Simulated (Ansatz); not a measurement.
W on the Ru site (W_Ru) in hcp Ru

These are PBE, PAW (plane waves to 420 eV; Ansatz, a quantum-chemistry and plane-wave program) values and carry that method's errors. Cell and caveats: 48-site cell; 4×4×4 shifted k-points; start: the Ru site; no spin–orbit coupling; not converged in cell size; the relaxation kept the symmetry of the starting site; flagged in the runs: a host that isn't quite at rest in this cell.

Neighbours after relaxation, in Å: of the W atom: Ru 2.67, Ru 2.67, Ru 2.67, Ru 2.67, Ru 2.67, Ru 2.67, Ru 2.73, Ru 2.73 (the shell may go on).

Formation energies E_f are those of the neutral cell. Chemical conditions: host crystal and elements as references (Δμ(Ru) = 0.00 eV, Δμ(W) = 0.00 eV; W taken from its element, since no compound that bounds it was computed at this level; only phases computed here count, gases as isolated molecules at 0 K). Reference phases: Ru: hcp Ru, W: bcc W.

```csv
charge,moment (μB),largest move off a lattice site (Å),"E_f, host crystal and elements as references (eV)"
0,not spin-polarised,0.01,-0.24
```

Flagged in the runs: a host that isn't quite at rest in this cell.

All states together cost very roughly 25 core-minutes.
